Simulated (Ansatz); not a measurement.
# Effect of biaxial strain +4.73 %, plane normal [001], relaxed out of plane on hypothetical rutile WSe2

The parent structure is WSe2 in the rutile structure (space group P4_2/mnm, No. 136; a = 6.145 Å, c = 3.402 Å; a hypothetical phase, not in the database extracts checked). Axes: x, y, z lie along a, b, c of the conventional cell.

Perturbation: biaxial strain +4.73 %, plane normal [001], relaxed out of plane (Cartesian); in-plane vectors clamped, the third vector and the atoms free.

Calculations: r2SCAN (Ansatz, a program for electronic structure, PAW, without spin-orbit coupling). k-mesh 8×8×14 (Γ-centred); smearing 0.05 eV (Fermi–Dirac).

```
quantity                                     base             changed     shift
-----------------------------  ------------------  ------------------  --------
volume per atom                          21.41 Å³            22.52 Å³  +1.11 Å³
space group                    P4_2/mnm (No. 136)  P4_2/mnm (No. 136)         –
shortest interatomic distance             2.497 Å             2.544 Å  +0.047 Å
band gap                                     zero                zero         –
out-of-plane strain (rough)                     –             -4.08 %         –
```

Without a gap, meshes like the base's 8×8×14 leave anisotropic stresses uncertain by several tenths of a GPa, and small strain energies with them. No phonon test of stability was made. The final runs are not spin-polarised. WSe2 has a high density of states at the Fermi level and may be magnetic at this level.
